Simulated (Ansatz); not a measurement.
SnO2 (Pa-3, No. 205, 12 atoms in the cell; start mp-697; a measured phase of this formula has another space group) was calculated with HSE06 in Ansatz (PAW).

Run with plane-wave cutoff 500 eV, 4×4×4 k mesh, gaussian smearing 0.02 eV, scalar-relativistic PAW data made under PBE.

Cell (relaxed with r²SCAN):

```cif
data_O8Sn4
_chemical_formula_sum 'Sn4 O8'
_space_group_name_H-M_alt 'Pa-3'
_space_group_IT_number 205
_space_group_name_Hall '-P 2ac 2ab 3'
_cell_length_a 5.10073
_cell_length_b 5.10073
_cell_length_c 5.10073
_cell_angle_alpha 90.000
_cell_angle_beta 90.000
_cell_angle_gamma 90.000
loop_
_atom_site_label
_atom_site_type_symbol
_atom_site_symmetry_multiplicity
_atom_site_Wyckoff_symbol
_atom_site_fract_x
_atom_site_fract_y
_atom_site_fract_z
_atom_site_occupancy
Sn1 Sn 4 a 0.00000 0.00000 0.00000 1
O1 O 8 c 0.33972 0.33972 0.33972 1
```

Q: Give the computed band gap.

A: 
- band gap = 2.62 eV (on the SCF k mesh)

Note: cell and atoms aren't relaxed at this level (pressure -2.0 GPa).

Spin–orbit coupling is not included.

Static lattice: no zero-point or thermal effects.

A start named mp-… is a Materials Project structure, which need not be a measured phase.

Ansatz is a quantum-chemistry and plane-wave program.
